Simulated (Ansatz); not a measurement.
# Cubic perovskite BaHfO3

Level of theory: PBE0 in Ansatz (PAW).

Numerical settings: plane-wave cutoff 520 eV, 6×6×6 k mesh, scalar-relativistic PAW data made under PBE.

Cell: relaxed at this level.

For cubic perovskite BaHfO3, the elastic constant C11 is 340 GPa and the elastic constant C12 comes out as 86.4 GPa. The elastic constant C44 comes out as 98.9 GPa and the voigt–Reuss–Hill bulk modulus is 171 GPa. The voigt–Reuss–Hill shear modulus (Hill average) is 109 GPa and the Young modulus is 270 GPa. The Poisson ratio is 0.237.

Elastic constants are with the ions relaxed.

Spin–orbit coupling is not included.

Ansatz is an electronic-structure program.
